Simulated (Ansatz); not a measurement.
The starting structures come from a database of crystals and need not be the phases stable at ambient conditions.

 Where the default PAW files enter, the runs use the earlier of Ansatz's two default sets.

Inside the gap of an insulator the Bloch states are evanescent, with a wavenumber k + iκ along the transport direction.

```yaml
crystal:
  lattice:
    - [4.00664, 0.00000, 0.00000]
    - [-2.00332, 3.46985, 0.00000]
    - [2.00332, -1.15662, 3.27141]
  atoms:
    - { symbol: Mg, position: [0.00000, 0.00000, 0.00000] }
    - { symbol: S, position: [0.75000, 0.25000, 0.75000] }
```

Space group of this cell: F-43m, zinc blende. The cell is taken as given.

Transport runs along the normal of the first two printed cell vectors, the (111) plane of the conventional cell.

The gap is the functional's own. No spin-orbit coupling. Mid-gap values are interpolated on the energy grid.

Question: State the band gap and the smallest decay constant κ at mid-gap according to r2SCAN run with Ansatz (a quantum-chemistry and plane-wave program).

Answer: Gap 4.13 eV on a 10×10×10 mesh; κ = 0.264 1/Å, at the zone centre.
